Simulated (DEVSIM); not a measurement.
Structure: Pd/Si3N4/p-In0.53Ga0.47As capacitor, at 300 K.

```csv
layer (left to right),material,thickness (nm),Na (cm⁻³)
1,Si3N4,11.0,-
2,In0.53Ga0.47As,1600,1.3e17
```

Metal gate on the left, work function 5.2 eV. Fixed charge at the semiconductor interface -3.9e11 cm⁻² (in units of +e); no interface traps.

This is a model device: material constants are rounded textbook-type values typed into the input, and sizes, dopings and lifetimes were drawn at random. Values at 300 K.

| parameter | Si3N4 | In0.53Ga0.47As |
|---|---|---|
| gap (eV) | 5.1 | 0.74 |
| affinity (eV) | 2.1 | 4.51 |
| permittivity | 7.5 | 13.9 |
| Nc (cm⁻³) | - | 2.1e17 |
| Nv (cm⁻³) | - | 7.7e18 |

DEVSIM, 1D Poisson equation in equilibrium, Boltzmann statistics, complete ionisation; no quantum confinement or tunnelling. Metal contacts follow the ideal Schottky-Mott rule: no Fermi-level pinning, no interface dipoles.

The interface trap density was swept, all else fixed.

```csv
interface trap density (cm^-2 eV^-1),minimum of the low-frequency capacitance (μF/cm²),flat-band voltage (V)
0,0.131,0.16
1e10,0.132,0.16
1e11,0.141,0.15
3e11,0.158,0.14
1e12,0.211,0.09
2e12,0.269,0.02
```

From the first row to the last the minimum of the low-frequency capacitance goes from 0.131 to 0.269. From the first row to the last the flat-band voltage goes from 0.16 to 0.02.
